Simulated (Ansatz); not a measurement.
Consider N vacancy in wurtzite AlN strained by -1.5 % along x and y, z held, charge state +1. All values below come from PBE, PAW (plane waves to 420 eV; Ansatz, a program for electronic structure).

Cell of 72 host sites held at the strained lattice (strain from the relaxed PBE one, atoms relaxed); a 2×2×2 k-point mesh shifted by half a step along c; Fermi-Dirac width 0.01 eV, spin-restricted; finite-size errors left in. Energies are static. The charge state is imposed; whether it is stable for some Fermi level was not computed. Forms of the defect that were not tried may lie lower.

The step: a nearby N atom hops onto the vacant site. Atoms about the jump, Cartesian Å from the middle of the jump, before and after:

| atom | x0 | y0 | z0 | x1 | y1 | z1 |
|---|---|---|---|---|---|---|
| N1 | 0.00 | 1.78 | 1.26 | 0.00 | -1.78 | -1.26 |
| Al2 | 1.56 | -0.88 | -0.64 | 1.54 | -0.90 | -0.65 |
| Al3 | -1.56 | -0.88 | -0.64 | -1.54 | -0.90 | -0.65 |
| Al4 | 0.00 | 1.79 | -0.64 | 0.00 | 1.78 | -0.73 |
| Al5 | 0.00 | -1.78 | 1.88 | 0.00 | -1.79 | 1.87 |
| N6 | -1.53 | -0.90 | 1.25 | -1.53 | -0.88 | 1.25 |
| N7 | 1.53 | -0.90 | 1.25 | 1.53 | -0.88 | 1.25 |
| Al8 | -1.54 | 0.90 | 1.87 | -1.56 | 0.88 | 1.87 |
| Al9 | 1.54 | 0.90 | 1.87 | 1.56 | 0.88 | 1.87 |
| N10 | -1.53 | 0.88 | -1.26 | -1.54 | 0.89 | -1.24 |
| N11 | 1.53 | 0.88 | -1.26 | 1.54 | 0.89 | -1.24 |

Q: Where do these atoms stand at the saddle point, and how high is it?

A: 
```tsv
atom	x	y	z
N1	0.00	-0.05	0.15
Al2	1.66	-0.67	-0.43
Al3	-1.66	-0.67	-0.43
Al4	0.00	1.56	-0.88
Al5	0.00	-1.64	1.78
N6	-1.75	-0.98	1.49
N7	1.75	-0.98	1.49
Al8	-1.53	0.84	1.85
Al9	1.53	0.84	1.85
N10	-1.70	0.97	-1.42
N11	1.71	0.97	-1.42
```
It lies 8.80 eV above the start and 8.80 eV above the end. The saddle point's order was not checked, and it lies on a symmetry element of the cell, where a band can be held.
